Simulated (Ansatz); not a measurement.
Cs2AgBiBr6 under a change: pressure −1 GPa

Base system: Cs$_{2}$AgBiBr$_{6}$ (space group Fm-3m, No. 225; a = 11.344 Å).

It is then changed as follows: a negative pressure, −1 GPa.

All numbers come from r2SCAN (Ansatz, a first-principles code), no spin-orbit coupling, earlier PAW set. Γ-centred 5×5×5 mesh, Fermi–Dirac width 0.05 eV.

The volume per atom increases by 1.75 Å³ (36.49 Å³ → 38.24 Å³) and the density falls by 0.22 g/cm³, from 4.83 g/cm³ to 4.61 g/cm³. The lattice parameter a grows by 0.178 Å to 11.522 Å and the shortest interatomic distance increases by 0.0625 Å, from 2.815 Å to 2.877 Å. The band gap increases by 0.09 eV to 1.76 eV and the gap character is still indirect, X → L. The smallest direct gap stays essentially unchanged (2.70 eV against 2.71 eV) and the mean gap deformation potential ΔEg/Δln V is +1.9 eV. The width of the top valence band drops by 0.14 eV (1.24 eV → 1.10 eV) and the electron mass stays 0.36 mₑ along k, 0.27 mₑ across (at L).

Final structure:

```
Cs2AgBiBr6
1.0
    0.00000     5.76113     5.76113
    5.76113     0.00000     5.76113
    5.76113     5.76113     0.00000
Cs Ag Bi Br
2 1 1 6
Cartesian
  2.88057   2.88057   2.88057
  8.64170   8.64170   8.64170
  5.76113   5.76113   5.76113
  0.00000   0.00000   0.00000
  2.88408   5.76113   5.76113
  8.63818   5.76113   5.76113
  5.76113   2.88408   5.76113
  5.76113   8.63818   5.76113
  5.76113   5.76113   2.88408
  5.76113   5.76113   8.63818
```

Cost of the whole job for the changed cell (relaxation, final SCF and bands): about 7 core-minutes (a rough figure).

Spin-orbit coupling, missing from the scalar runs, can matter with Bi. Load acts through the strain it causes; cell and atoms are relaxed under it. Effective masses come from finite differences of ±0.01 Å⁻¹. Along k means along the line from Γ to the band edge. No phonon test of stability was made.
